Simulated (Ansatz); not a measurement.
# Short convergence ladders for Hg (Imma, 2 atoms in the cell)

```yaml
crystal:
  lattice:
    - [-2.91511, 2.91511, 1.56469]
    - [2.91511, -2.91511, 1.56469]
    - [2.91511, 2.91511, -1.56469]
  atoms:
    - { symbol: Hg, position: [0.76598, 0.26598, 0.50000] }
    - { symbol: Hg, position: [0.00000, 0.00000, 0.00000] }
```

Base method: LDA (PW92), default PAW files made with PBE (plane waves; Ansatz, a quantum-chemistry and plane-wave program).

Base settings: basis.ecutwfc = 30.9 Ry; kpoints.mp_grid.grid = 8 8 8; hamiltonian.xc = lda; hamiltonian.pseudopotentials = {kind: paw} (the program's default PAW files); scf.occupations.method = gaussian; scf.occupations.width = 0.0073 Ry.

The count of work is k-points × plane waves × bands × iterations; it is no time. 

**The cutoff for other potential files**

Level: DFT, LDA (PW92), plane waves, harder PAW files (source: ansatz) made with PBE.

In this ladder: hamiltonian.pseudopotentials = {kind: paw, source: ansatz}.

The second cell is the first with its lattice scaled by 0.98.

The mesh stays at the base's, so the ladder's end is converged at best in this setting alone.

The first pressure column holds Ansatz's estimate of the finite-basis (Pulay) stress, which hides part of the cutoff error; the other is without it.

Only quantities that move along the ladder and can be compared are tabulated.

| basis.ecutwfc | free energy less the last step's (meV/atom) | energy of the compressed cell less the first (meV/atom) | pressure (GPa) | pressure without the Pulay estimate (GPa) | largest difference of a force vector from the last step's (eV/Å) | count of work / last |
|---|---|---|---|---|---|---|
| 22.8 Ry | 10874.69 | -103.14 | -7.25 | -276.07 | 0.046 | 0.12 |
| 27.9 Ry | 2543.52 | -36.50 | -4.41 | -89.33 | 0.010 | 0.14 |
| 35.6 Ry | 215.51 | -36.67 | -4.48 | -15.37 | 0.000 | 0.21 |
| 43 Ry | 10.98 | -36.59 | -4.44 | -5.30 | 0.000 | 0.28 |
| 50.7 Ry | 0.76 | -36.58 | -4.44 | -4.45 | 0.000 | 0.35 |
| 61 Ry | 0.50 | -36.58 | -4.44 | -4.44 | 0.000 | 0.47 |
| 76.1 Ry | 0.24 | -36.58 | -4.44 | -4.44 | 0.000 | 0.65 |
| 101.4 Ry | 0.00 | -36.58 | -4.44 | -4.44 | 0.000 | 1.0 |

Coarsest basis.ecutwfc that holds the forces within 0.005 eV/Å of the last step, with all finer ones: 35.6 Ry, at 0.21 of the last step's count of work; the step before is off by 0.010 eV/Å.

Coarsest basis.ecutwfc that holds the free energy within 2 meV/atom of the last step, with all finer ones: 50.7 Ry, at 0.35 of the last step's count of work; the step before is off by 11 meV/atom.

Coarsest basis.ecutwfc that holds the pressure without the Pulay estimate within 1 GPa of the last step, with all finer ones: 43 Ry, at 0.28 of the last step's count of work; the step before is off by 11 GPa.

The energy difference between the two cells stays within 1 meV/atom of the last step's from 27.9 Ry on, the total only from 50.7 Ry on: much of the error is common to both cells and cancels.

At the lowest cutoff the pressure without the Pulay estimate lies 272 GPa under the last step's, the usual sign of Pulay stress in an incomplete plane-wave basis.

**The relaxed cell against the cutoff**

On Hg (I4_1/amd, 2 atoms in the cell): atoms on their sites.

In this ladder: relax = cell and atoms.

The mesh stays at the base's, so the ladder's end is converged at best in this setting alone.

Only quantities that move along the ladder and can be compared are tabulated.

```csv
basis.ecutwfc,relaxed volume (Å³/atom),relaxation steps
15.4 Ry,26.606,116
18.4 Ry,24.303,102
21.7 Ry,23.372,29
26.1 Ry,23.377,9
30.9 Ry,23.373,7
37.1 Ry,23.375,7
46.3 Ry,23.375,7
61.7 Ry,23.373,7
```

Coarsest basis.ecutwfc that holds the relaxed volume within 0.117 Å³/atom of the last step, with all finer ones: 21.7 Ry; the step before is off by 0.93 Å³/atom.

At the lowest cutoff the cell relaxes to a volume 14 % larger than at the highest. Ansatz relaxes on a stress corrected for the finite basis.

On the base run: the starting cell comes from a database of computed structures (which also holds hypothetical and non-ambient phases and stackings), without a prior relaxation at this level. Its lattice was rescaled by up to half a per cent. One atom was moved a little off its site on purpose.

Keys are those of Ansatz 0.2.
